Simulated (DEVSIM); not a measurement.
System: Ti/SiO2/p-Si capacitor, at 300 K.

| layer (left to right) | material | thickness (nm) | Na (cm⁻³) |
|---|---|---|---|
| 1 | SiO2 | 5.60 | - |
| 2 | Si | 960 | 3.6e17 |

Metal gate on the left, work function 4.33 eV. Fixed charge at the semiconductor interface -4.8e10 cm⁻² (in units of +e); no interface traps.

This is a model device: material constants are rounded textbook-type values typed into the input, and sizes, dopings and lifetimes were drawn at random. Values at 300 K.

| parameter | SiO2 | Si |
|---|---|---|
| gap (eV) | 9 | 1.124 |
| affinity (eV) | 0.9 | 4.05 |
| permittivity | 3.9 | 11.7 |
| Nc (cm⁻³) | - | 2.86e19 |
| Nv (cm⁻³) | - | 3.1e19 |

Simulated with DEVSIM: 1D Poisson equation in equilibrium, Boltzmann statistics, complete ionisation; no quantum confinement or tunnelling. Metal contacts follow the ideal Schottky-Mott rule: no Fermi-level pinning, no interface dipoles.

The substrate doping was swept, all else fixed.

```tsv
substrate doping (cm^-3)	threshold voltage (band bending 2φF) (V)	flat-band voltage (V)	minimum of the low-frequency capacitance (μF/cm²)
1.8e16	0.21	-0.64	0.0465
3.6e16	0.28	-0.66	0.0637
7.2e16	0.36	-0.67	0.0834
1.8e17	0.53	-0.70	0.118
3.6e17	0.71	-0.72	0.153
7.2e17	0.96	-0.73	0.192
```

From the first row to the last the threshold voltage (band bending 2φF) goes from 0.21 to 0.96. From the first row to the last the flat-band voltage goes from -0.64 to -0.73.
